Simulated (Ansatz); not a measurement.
YSn$_{3}$ (Pm-3m), Ansatz (a first-principles code) with PBEsol, DFPT electron-phonon coupling, linearised Boltzmann equation: phonon-limited resistivity 22.3 μΩ·cm at 300 K, 29.9 μΩ·cm at 400 K, current-weighted mean free path 4.6 nm, Drude plasma energy 7.41 eV.

**Question.** What is the classical skin depth at 1 GHz (nonmagnetic, μ₀ = 1.257×10⁻⁶ H/m)?

**Answer.** δ = √(ρ/(π f μ₀)) = 7520 nm.

**Question.** What Drude relaxation time do resistivity and plasma energy imply?

**Answer.** ω_p = 1.13e16 s⁻¹, so τ = 1/(ε₀ ω_p² ρ) = 4.00 fs, a damping ħ/τ of 165 meV.

**Question.** Estimate the resistivity of a 20 nm square wire with diffuse walls from ρ ≈ ρ₀(1 + 3ℓ/4d).

**Answer.** 1 + 0.75 × 4.6/20 = 1.17, so ρ ≈ 26.1 μΩ·cm and a line 1 μm long has 654 Ω. The formula is the free-electron limit for d well above ℓ; grain boundaries add to it.

A metal at this level (no band gap). Only scattering by harmonic phonons is included (no impurities, grain boundaries, electron-electron scattering or thermal expansion). Spin-orbit coupling is left out. The squared frequency of the phonon mode least converged on the k mesh is uncertain by about 10 %. The run warned that the eigensolver left some states short of its tolerance. Halving the electron mesh (20x20x20) moves the resistivity by up to 3 % at 300 K, the mean free path by up to 7 %. Smearing 0.20 eV; phonons on a 3x3x3 q mesh, which this run doesn't test.

Computed structure with no diffraction record at hand here (it may be known, metastable or hypothetical): YSn3 (Pm-3m).
